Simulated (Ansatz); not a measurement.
Worked example: self-consistent single point of TaCu₃Se₃S (R3m, 8 atoms in the cell) in Ansatz (a program for electronic structure).

Level of theory: PBEsol, default PAW files made with PBE (plane waves; Ansatz).

```yaml
crystal:
  lattice:
    - [3.97379, 2.29427, 3.29581]
    - [-3.97379, 2.29427, 3.29581]
    - [0.00000, -4.58854, 3.29581]
  atoms:
    - { symbol: Ta, position: [0.00459, 0.00459, 0.00459] }
    - { symbol: Cu, position: [0.49765, 0.00630, 0.00630] }
    - { symbol: Cu, position: [0.00630, 0.49765, 0.00630] }
    - { symbol: Cu, position: [0.00630, 0.00630, 0.49765] }
    - { symbol: Se, position: [0.75035, 0.75035, 0.25581] }
    - { symbol: Se, position: [0.25581, 0.75035, 0.75035] }
    - { symbol: Se, position: [0.75035, 0.25581, 0.75035] }
    - { symbol: S, position: [0.23372, 0.23372, 0.23372] }
```

Reference input (self-consistent single point, DFT, PBEsol, plane waves, default PAW files made with PBE): basis.ecutwfc = 420 eV; kpoints.mp_grid.grid = 5 5 5; hamiltonian.xc = pbesol; hamiltonian.pseudopotentials = {kind: paw} (the program's default PAW files); scf.occupations.method = fixed. This run's input differs from it in these lines:

Ansatz 0.2 input:
```diff
@@ -18,3 +18,3 @@
 kpoints:
-  mp_grid: { grid: [5, 5, 5] }
+  mp_grid: { grid: [12, 12, 12] }
 hamiltonian:
```

Output (repeated stretches shortened):

```
SCF iter   1: F=—  HF=-46734.396905 eV  |F-HF|=—  |Δ(HF+E_count)|=         —  Δρ=1.07e-2  dr2=1.73e-1  ethr=1.77e-3  ⟨swp⟩=5.0  Hψ=45130  notcnv=0  defer=2002
all-band conjugate gradients solve this SCF's bands
preconditioner: auto → Resta (q_TF=auto, 2.563 Å⁻¹)
SCF iter   2: F=—  HF=-46734.401274 eV  |F-HF|=—  |Δ(HF+E_count)|=   4.37e-3  Δρ=1.09e-2  dr2=1.49e-1  ethr=1.40e-4  ⟨swp⟩=2.3  Hψ=28246  notcnv=0  defer=1944
   [... lines left out ...]
SCF iter   6: F=—  HF=-46734.369493 eV  |F-HF|=—  |Δ(HF+E_count)|=   3.62e-5  Δρ=4.76e-5  dr2=7.04e-6  ethr=5.01e-8  ⟨swp⟩=2.0  Hψ=18727  notcnv=0  defer=1288
SCF iter   7: F=—  HF=-46734.369498 eV  |F-HF|=—  |Δ(HF+E_count)|=   5.58e-6  Δρ=3.17e-5  dr2=1.97e-6  ethr=5.68e-9  ⟨swp⟩=2.0  Hψ=22148  notcnv=0  defer=1288
SCF iter   8: F=—  HF=-46734.369499 eV  |F-HF|=—  |Δ(HF+E_count)|=   7.55e-7  Δρ=2.14e-5  dr2=6.90e-7  ethr=1.59e-9  ⟨swp⟩=2.0  Hψ=21847  notcnv=0  defer=1288
SCF iter   9: F=-46734.369499 eV  HF=-46734.369499 eV  |F-HF|=1.27e-8  |Δ(HF+E_count)|=   3.98e-8  Δρ=3.49e-6  dr2=1.97e-8  ethr=8.06e-11  ⟨swp⟩=9.8  Hψ=77415  notcnv=0
SCF 1 converged in 9 iterations: F = -46734.369499 eV  dr2 = 1.97e-8
Free energy (F): -46734.369499 eV
Internal energy: -46734.369499 eV  (E = F + TS)
E sigma→0 (E₀):  -46734.369499 eV
Fermi energy:    7.984511 eV
--- Forces (eV/Å), atoms counted from 1 ---
  atom   1  Ta     0.00000000     0.00000006    -1.25069038
  atom   2  Cu     0.07369562     0.04254818    -0.00204510
  atom   3  Cu    -0.07369562     0.04254818    -0.00204510
  atom   4  Cu    -0.00000000    -0.08509637    -0.00204511
  atom   5  Se     0.00000000     0.36843224     0.24534259
  atom   6  Se    -0.31907169    -0.18421614     0.24534256
  atom   7  Se     0.31907169    -0.18421614     0.24534256
  atom   8  S     -0.00000000    -0.00000003     0.52081554
--- Stress (GPa, compression-positive) ---
       -3.159907      -0.000000       0.000000
       -0.000000      -3.159907      -0.000000
        0.000000      -0.000000      -1.206439
  P = ⅓ Tr σ = -2.5088 GPa (-25.088 kbar)
  The stress holds the Pulay correction. Without it, at fixed plane waves, as pw.x and ABINIT print it: P = -2.5452 GPa
```

The run converged in 9 iterations. Against the reference run the free energy hardly moves (within 1 meV/atom), the pressure stays at -2.51 GPa, the largest force stays at 1.251 eV/Å and the gap on the mesh goes from 1.741 to 1.592 eV.

The starting cell comes from a database of computed structures (which also holds hypothetical and non-ambient phases and stackings), without a prior relaxation at this level. Its lattice was rescaled by up to half a per cent. One atom was moved a little off its site on purpose. Spin-orbit coupling is off. Forces in this geometry exceed 1 eV/Å. Ansatz's pressure includes its estimate of the finite-basis (Pulay) stress.

Cost on one core of a shared machine: roughly 4 min.
